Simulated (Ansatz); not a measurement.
The parent structure is CaO in the NiAs type structure (space group P6_3/mmc, No. 194; a model cell, its experimental status unchecked).

```
CELL_PARAMETERS angstrom
      3.30064     0.00000     0.00000
     -1.65032     2.85844     0.00000
      0.00000     0.00000     5.78785
ATOMIC_POSITIONS crystal
  Ca 0.00000 0.00000 0.00000
  Ca 0.00000 0.00000 0.50000
  O  0.33333 0.66667 0.25000
  O  0.66667 0.33333 0.75000
```

Level of theory: Ansatz (a quantum-chemistry and plane-wave program) PBEsol, without spin-orbit coupling.

Base values:

```
Property    Value
--------  -------
Band gap  3.77 eV
```

It is then changed as follows: an isotropic linear strain of +0.63 %, atoms relaxed at fixed cell.

Problem. Predict the new energy relative to the base.

Solution. The energy increases by 1.6 meV/atom.

Problem. What happens to the band gap?

Solution. The band gap decreases by 0.028 eV (3.77 eV → 3.75 eV).

Whether these cells are dynamically stable was not tested. This is not the structure that CaO has at room temperature and ambient pressure.
